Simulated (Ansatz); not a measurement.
Take Pb in the fcc (Cu type) structure (space group Fm-3m, No. 225; a = 4.9341 Å; relaxed with 0.1 eV smearing) as the base. Axes: x, y, z lie along the cube axes.

The values are results of PBEsol/PAW in Ansatz (an electronic-structure program), no spin-orbit coupling, not measurements.

Strains are applied to the cell and any free atomic positions relax.

One change was made to it. Results:

| quantity | base | after |
|---|---|---|
| energy relative to the base (free energy F) | 0 meV/atom | +3.2 meV/atom |
| pressure (mean of the normal stresses, compression positive) | 0.0 GPa | -1.1 GPa |
| band gap | zero | zero |

Q: Which of these changes matches the shifts?
A) uniaxial strain ε_zz = +0.50 %
B) uniaxial strain ε_zz = +2.50 %
C) uniaxial strain ε_zz = −3.00 %
D) uniaxial strain ε_zz = +3.00 %
E) uniaxial strain ε_zz = −1.50 %

A: B, uniaxial strain ε_zz = +2.50 %. For comparison, the energy relative to the base in the other runs: uniaxial strain ε_zz = +3.00 % gives +4.5 meV/atom; uniaxial strain ε_zz = +0.50 % gives +0.1 meV/atom; uniaxial strain ε_zz = −1.50 % gives +1.2 meV/atom; uniaxial strain ε_zz = −3.00 % gives +5.1 meV/atom.

Whether these cells are dynamically stable was not tested.
